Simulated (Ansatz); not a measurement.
Base system: CdS in the wurtzite structure (space group P6_3mc, No. 186).

```xyz
4
Lattice="4.0741 0.0000 0.0000 -2.0371 3.5283 0.0000 0.0000 0.0000 6.6367" Properties=species:S:1:pos:R:3 pbc="T T T"
Cd     0.0000     2.3522     0.0025
Cd     2.0371     1.1761     3.3209
S      0.0000     2.3522     2.4995
S      2.0371     1.1761     5.8179
```

Cartesian axes are those of the cell as printed.

Calculations: Ansatz (a program for electronic structure) LDA, no spin-orbit coupling.

Strains are applied to the cell and any free atomic positions relax.

One change was made to it. Results:

```json
[
 {"quantity": "band gap", "base": "1.03 eV", "after": "1.00 eV"},
 {"quantity": "valence-band top at Γ (three highest levels, from the VBM)", "base": "0.00, 0.00, -0.06 eV", "after": "0.00, 0.00, -0.08 eV"},
 {"quantity": "electron mass", "base": "0.11 mₑ along c, 0.11 mₑ across (at Γ)", "after": "0.11 mₑ along z, 0.11 mₑ across (at Γ)"},
 {"quantity": "pressure (mean of the normal stresses, compression positive)", "base": "0.00 GPa", "after": "-0.41 GPa"}
]
```

**Question.** Which change produced these results?
A. uniaxial strain ε_zz = +0.60 %
B. uniaxial strain ε_zz = +1.80 %
C. uniaxial strain ε_zz = +3.00 %

**Answer.** A, uniaxial strain ε_zz = +0.60 %. For comparison, the band gap in the other runs: uniaxial strain ε_zz = +1.80 % gives 0.95 eV; uniaxial strain ε_zz = +3.00 % gives 0.90 eV.

Masses are band curvatures over ±0.01 Å⁻¹ around the edge. Stability against distortions was not tested.
